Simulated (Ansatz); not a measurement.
CsCl-type CoGa: elastic constant C11 by level of theory

No measured value is used here.

| level (code) | value (GPa) | cell (Å³/atom) |
|---|---|---|
| LDA (Ansatz) | 265 | 11.09 |
| PBE (Ansatz) | 219 | 11.96 |
| PBE-D3(BJ) (Ansatz) | 243 | 11.57 |
| r²SCAN (Ansatz) | 276 | 11.50 |
| HSE06 (Ansatz) | 315 | 11.45 |

The crystal itself was run without spin with LDA, PBE, PBE-D3(BJ), r²SCAN, HSE06; a magnetic state was not tried in these runs. PBE-D3(BJ): the dispersion coefficients are held fixed in the derivatives. HSE06: hybrids on metals are sensitive to the k mesh. HSE06: the run warned that the count of filled bands differs between k points. Each level is taken at its own relaxed cell. Cutoffs and k meshes differ between the levels. Ansatz's density-functional and Hartree–Fock values are scalar-relativistic unless marked +SOC, with PAW data made under PBE.

Ansatz is a program for electronic structure.
